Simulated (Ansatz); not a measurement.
## SnS2, response to strain

Consider SnS2 in the CdI2 type structure (space group P-3m1, No. 164; a = 3.626 Å, c = 5.574 Å; layered, stacked along the Cartesian z axis). Axes: x lies along a and z along c of the hexagonal cell.

Strains are applied to the cell and any free atomic positions relax; under biaxial strain the out-of-plane vector relaxes too.

All numbers come from Kohn–Sham DFT with the PBEsol-D3(BJ) functional, run in Ansatz (a program for electronic structure) with PAW and 420 eV plane waves, no spin-orbit coupling, earlier PAW set.

Notes on the quantities. pressure: mean of the normal stresses, compression positive.

```json
[
 {"change": "base", "pressure": "0.00 GPa", "band gap": "0.96 eV", "gap character": "indirect, K–Γ (87 % along) → k = (0, 0.455, 1/3) in the run's primitive reciprocal basis"},
 {"change": "biaxial strain −4.92 %, plane normal [001], relaxed out of plane", "pressure": "6.35 GPa", "band gap": "1.05 eV", "gap character": "indirect, k = (0, 0.091, 0.167) in the run's primitive reciprocal basis → k = (0, 0.455, -1/3) in the run's primitive reciprocal basis"},
 {"change": "biaxial strain −4.91 %, plane normal [001], relaxed out of plane", "pressure": "6.34 GPa", "band gap": "1.06 eV", "gap character": "indirect, k = (0, 0.091, 0.167) in the run's primitive reciprocal basis → k = (0, 0.455, -1/3) in the run's primitive reciprocal basis"},
 {"change": "biaxial strain −2.67 %, plane normal [001], relaxed out of plane", "pressure": "3.10 GPa", "band gap": "1.19 eV", "gap character": "indirect, K–Γ (80 % along) → k = (0, 0.455, -1/3) in the run's primitive reciprocal basis"},
 {"change": "biaxial strain +0.57 %, plane normal [001], relaxed out of plane", "pressure": "-0.56 GPa", "band gap": "0.91 eV", "gap character": "indirect, K–Γ (87 % along) → k = (0, 0.455, -1/3) in the run's primitive reciprocal basis"},
 {"change": "biaxial strain +1.06 %, plane normal [001], relaxed out of plane", "pressure": "-1.03 GPa", "band gap": "0.86 eV", "gap character": "indirect, Γ → k = (0, 0.455, -1/3) in the run's primitive reciprocal basis"},
 {"change": "isotropic strain −0.67 %", "pressure": "1.15 GPa", "band gap": "0.94 eV", "gap character": "indirect, K–Γ (87 % along) → k = (0, 0.455, 1/3) in the run's primitive reciprocal basis"},
 {"change": "isotropic strain +0.35 %", "pressure": "-0.54 GPa", "band gap": "0.97 eV", "gap character": "indirect, K–Γ (87 % along) → k = (0, 0.455, 1/3) in the run's primitive reciprocal basis"},
 {"change": "uniaxial strain ε_zz = +3.53 %", "pressure": "-0.78 GPa", "band gap": "1.18 eV", "gap character": "–"}
]
```

No phonon test of stability was made.
